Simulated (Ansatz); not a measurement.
Results of PBEsol in Ansatz (plane waves, PAW) for SiSe₂ (P2₁/c, No. 14, 24 atoms in the cell; start mp-1250007; a measured phase of this formula has another space group).

Numerical settings: plane-wave cutoff 520 eV, 6×2×6 k mesh (along the axes of the cell as run), Fermi–Dirac smearing 0.01 eV, scalar-relativistic PAW data made under PBE.

Cell (relaxed with PBE-D3(BJ)):

```cif
data_Se16Si8
_chemical_formula_sum 'Si8 Se16'
_space_group_name_H-M_alt 'P 1'
_space_group_IT_number 1
_cell_length_a 6.22707
_cell_length_b 16.71554
_cell_length_c 6.14419
_cell_angle_alpha 90.000
_cell_angle_beta 100.498
_cell_angle_gamma 90.000
loop_
_space_group_symop_operation_xyz
  'x, y, z'
loop_
_atom_site_label
_atom_site_type_symbol
_atom_site_fract_x
_atom_site_fract_y
_atom_site_fract_z
_atom_site_occupancy
Si1 Si 0.12598 0.06472 0.12476 1
Si2 Si 0.87402 0.93528 0.87524 1
Si3 Si 0.87402 0.56472 0.37524 1
Si4 Si 0.12598 0.43528 0.62476 1
Si5 Si 0.37226 0.19547 0.37013 1
Si6 Si 0.62774 0.80453 0.62987 1
Si7 Si 0.62774 0.69547 0.12987 1
Si8 Si 0.37226 0.30453 0.87013 1
Se1 Se 0.00288 0.18306 0.24910 1
Se2 Se 0.99712 0.81694 0.75090 1
Se3 Se 0.99712 0.68306 0.25090 1
Se4 Se 0.00288 0.31694 0.74910 1
Se5 Se 0.50213 0.31175 0.24462 1
Se6 Se 0.49787 0.68825 0.75538 1
Se7 Se 0.49787 0.81175 0.25538 1
Se8 Se 0.50213 0.18825 0.74462 1
Se9 Se 0.49543 0.07660 0.25002 1
Se10 Se 0.50457 0.92340 0.74998 1
Se11 Se 0.50457 0.57660 0.24998 1
Se12 Se 0.49543 0.42340 0.75002 1
Se13 Se 0.00971 0.44919 0.25009 1
Se14 Se 0.99029 0.55081 0.74991 1
Se15 Se 0.99029 0.94919 0.24991 1
Se16 Se 0.00971 0.05081 0.75009 1
```

Question: Predict the band gap and direct gap at Γ.

Answer: 
- band gap = 2.11 eV
- direct gap at Γ = 2.44 eV

Note: cell and atoms aren't relaxed at this level.

Spin–orbit coupling is not included.

A start named mp-… is a Materials Project structure, which need not be a measured phase.

Ansatz is a first-principles code.
